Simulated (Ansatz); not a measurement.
An Ansatz (an electronic-structure program) input (PBE in Ansatz (plane waves to 420 eV, PAW, spin-orbit coupling left out)):

Ansatz 0.2 input:
```yaml
crystal:
  lattice:
    - [2.7548536572, 0, 0]
    - [-1.3774268286, 2.3857732508, 0]
    - [0, 0, 4.3443037309]
  atoms:
    - { symbol: Os, position: [0.6666666667, 0.3333333333, 0.75] }
    - { symbol: Os, position: [0.3333333333, 0.6666666667, 0.25] }
basis: { ecutwfc: 420, ecutrho_ratio: 4, xc_grid: 2, fft_grid_basis: typed }
kpoints: { mp_grid: { grid: [19, 19, 11] } }
hamiltonian:
  xc: pbe
  dispersion: none
  pseudopotentials: { kind: paw }
scf: { occupations: { method: fermi_dirac, width: 0.05 }, convergence: { dr2_threshold: 0.0000000002 } }
output: { forces: true, stress: true }
checkpoint: { write: state.ck, write_every: 1000 }
```

**Question.** Which symmetry and how many k-points will the program report, and about how many plane waves at Γ?

**Answer.** Space group P63/mmc (ITA 194) with 24 operations, k-points 240 of 3971, and 573 plane waves at Γ.

Stability against distortions was not tested. All final runs are without spin polarisation. The cell is Os in the hcp (Mg type) structure (space group P6_3/mmc, No. 194).
